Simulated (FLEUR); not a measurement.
Worked example: self-consistent single point of Li3Ni (I4/mmm, 4 atoms in the cell) in FLEUR.

Level of theory: FLEUR with LDA (Perdew-Zunger), all-electron FLAPW (FLEUR), scalar-relativistic valence.

```yaml
crystal:
  lattice:
    - [-1.90491, 1.90491, 3.78796]
    - [1.90491, -1.90491, 3.78796]
    - [1.90491, 1.90491, -3.78796]
  atoms:
    - { symbol: Li, position: [0.75000, 0.25000, 0.50000] }
    - { symbol: Li, position: [0.25000, 0.75000, 0.50000] }
    - { symbol: Li, position: [0.50000, 0.50000, 0.00000] }
    - { symbol: Ni, position: [0.00000, 0.00000, 0.00000] }
```

Reference input (self-consistent single point, DFT, PBEsol, all-electron FLAPW (FLEUR), scalar-relativistic valence): Kmax = 4.2 1/bohr; GmaxXC = 14.7 1/bohr; xcFunctional = PBEs; jspins = 1; l_soc = F; mode = hist; fermiSmearingEnergy = 0.00499791 Htr; mesh (inpgen div1-3) = 12 12 12; inpgen gamma flag = true; Gmax = 14.7 1/bohr; numbands = 0; maxIterBroyd = 99. This run's input differs from it in these lines:

```diff
@@ -16,3 +16,3 @@
 &comp jspins=1 /
-&exco xctyp='PBEs' /
+&exco xctyp='pz' /
 &kpt div1=12 div2=12 div3=12 gamma=t /
@@ -29,3 +29,3 @@
       <coreElectrons ctail="T" frcor="F" kcrel="0" coretail_lmax="0"/>
-      <xcFunctional name="PBEs" relativisticCorrections="F"/>
+      <xcFunctional name="pz" relativisticCorrections="F"/>
       <magnetism jspins="1"/>
```

Output (repeated stretches shortened):

```
 Iteration:     1   Distance:      23.56128843 me/bohr^3
 Iteration:     2   Distance:      15.13005844 me/bohr^3
 Iteration:     3   Distance:      10.78131198 me/bohr^3
 Iteration:     4   Distance:      13.33102195 me/bohr^3
 Iteration:     5   Distance:       5.12654938 me/bohr^3
   [... 10 lines left out ...]
 Iteration:    16   Distance:       0.00166209 me/bohr^3
 Iteration:    17   Distance:       0.00003539 me/bohr^3
 Iteration:    18   Distance:       0.00003985 me/bohr^3
 Iteration:    19   Distance:       0.00000426 me/bohr^3
 Run finished successfully
 Stop message:
   Structural relaxation: Done

[file out, last iteration]
             iter=     20
[...]
          total density-effective poten   -2.4491152883E+03
          total charge density-energy d   -6.6366920095E+01
 Updated energy parameters for spin:           1
[...]
 fermi energy and band-weighting factors:

[...]
FERMIE:
          first approx. to ef    (T=0)  :   0.085007 htr   (energy of the highest occ. eigenvalue)
          number of occ. states  (T=0)  :       1547
          first approx. to seigv (T=0)  : -12.693004 htr
          sum of weights of occ. states :   9.508681
          sum of semicore charge        :   0.000000 e
FERHIS:  Fermi-Energy by histogram:
          bandgap                     :   0.000091 htr
   [... lines left out ...]
          charge neutrality (T=0)     :   0.017361    (zero if the highest occ. eigenvalue is "entirely" occupied)
     EF_NEWTON:  Adjust Fermi-Energy by Newton-Method.
 Direct bandgap for spin            1 :    3.9357062612885990E-003  Htr
 ---->    free energy=                     -1540.6078580738 htr
   [... lines left out ...]
 TOTAL FORCE FOR ATOM TYPE=  1  X=  3.600   Y=  0.000   Z= -3.579
                       FX_TOT= 0.000000 FY_TOT= 0.000000 FZ_TOT= 0.000000
 TOTAL FORCE FOR ATOM TYPE=  2  X=  0.000   Y=  0.000   Z=  7.158
                       FX_TOT= 0.000000 FY_TOT= 0.000000 FZ_TOT= 0.000000
 TOTAL FORCE FOR ATOM TYPE=  3  X=  0.000   Y=  0.000   Z=  0.000
                       FX_TOT= 0.000000 FY_TOT= 0.000000 FZ_TOT= 0.000000
 Structural relaxation: Done
```

The run converged in 19 iterations. FLEUR gives forces in its relaxation mode, with a further iteration, so its stop message speaks of a relaxation. 

The starting cell comes from a database of computed structures (which also holds hypothetical and non-ambient phases and stackings), without a prior relaxation at this level. Spin polarisation is off. Values depend on the basis (sphere radii, cutoffs, local orbitals), which need not be converged. The log's line on a gap gives a spacing of levels on this mesh, which the program prints for metals too.

Cost on one core of a shared machine: roughly 5 min.
